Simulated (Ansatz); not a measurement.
Base system: a 24-atom supercell of AlP in the zinc blende structure (space group F-43m, No. 216) at its relaxed geometry.

```
CELL_PARAMETERS angstrom
      0.00000     5.47032     5.47032
      5.47032    -5.47032     5.47032
      5.47032     5.47032     0.00000
ATOMIC_POSITIONS crystal
  P  0.16667 0.08333 0.16667
  P  0.16667 0.08333 0.66667
  P  0.33333 0.41667 0.33333
  P  0.33333 0.41667 0.83333
  P  0.50000 0.75000 0.50000
  P  0.50000 0.75000 0.00000
  P  0.66667 0.08333 0.16667
  P  0.66667 0.08333 0.66667
  P  0.83333 0.41667 0.33333
  P  0.83333 0.41667 0.83333
  P  0.00000 0.75000 0.50000
  P  0.00000 0.75000 0.00000
  Al 0.00000 0.00000 0.00000
  Al 0.00000 0.00000 0.50000
  Al 0.16667 0.33333 0.16667
  Al 0.16667 0.33333 0.66667
  Al 0.33333 0.66667 0.33333
  Al 0.33333 0.66667 0.83333
  Al 0.50000 0.00000 0.00000
  Al 0.50000 0.00000 0.50000
  Al 0.66667 0.33333 0.16667
  Al 0.66667 0.33333 0.66667
  Al 0.83333 0.66667 0.33333
  Al 0.83333 0.66667 0.83333
```

The values are results of Ansatz (a program for electronic structure) PBEsol, spin-orbit coupling left out, earlier PAW set, not measurements.

One neutral defect a cell, atoms relaxed at fixed cell.

One change was made to it. Results:

The pressure goes from zero to 1.9 GPa; the largest displacement of a host atom from its site in the perfect cell comes out as 0.21 Å; the total moment of the cell amounts to 0.6 μB; the gap of the supercell changes from 1.45 eV to zero.

**Question.** Which change produced these results?
(A) Nb on a Al site
(B) Al interstitial (started 2.23 Å from the nearest host atom)
(C) P on a Al site (antisite)
(D) Al on a P site (antisite)

**Answer.** D, Al on a P site (antisite). For comparison, the total moment of the cell in the other runs: Al interstitial (started 2.23 Å from the nearest host atom) gives 0.0 μB; Nb on a Al site gives 2.0 μB; P on a Al site (antisite) gives 0.0 μB.

Other magnetic orders, which the real material may have, were not ruled out. In so small a cell the defect repeats every few ångströms: this is an ordered compound, not a dilute defect. The mesh was chosen for an insulator and is coarse for the gapless case. Seeded moments were not kept for Al on a P site (antisite), Al interstitial (started 2.23 Å from the nearest host atom) and P on a Al site (antisite).
